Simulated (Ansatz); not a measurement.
**What Bi → Ir does to Bi2Se3**

The parent structure is Bi₂Se₃ in the Bi2Te3 type structure (space group R-3m, No. 166; a = 4.1446 Å, c = 29.2658 Å (hexagonal axes)).

The change: every Bi is replaced by Ir; the structure is relaxed again.

All numbers come from plane-wave PAW DFT at the r2SCAN+rVV10 level (Ansatz, an electronic-structure program, 500 eV), without spin-orbit coupling. Settings: 15×15×15 k-points, 0.05 eV Fermi–Dirac smearing, for the changed cell.

The volume per atom decreases by 9.858 Å³ to 19.17 Å³ and the density grows by 3.273 g/cm³ (7.49 g/cm³ → 10.77 g/cm³). The c/a ratio increases by 0.163 to 7.224 and the space group remains R-3m (No. 166). The shortest interatomic distance drops by 0.8256 bohr (5.391 bohr → 4.566 bohr) and the band gap becomes zero (base: 0.60 eV).

Cost of the whole job for the changed cell (relaxation, final SCF and bands): about 40 core-minutes (a rough figure).

With Bi present, leaving out spin-orbit coupling can change the band edges. Stability against distortions was not tested. As relaxed here, Ir2Se3 is a hypothetical phase, not in the database extracts checked. All final runs are without spin polarisation.
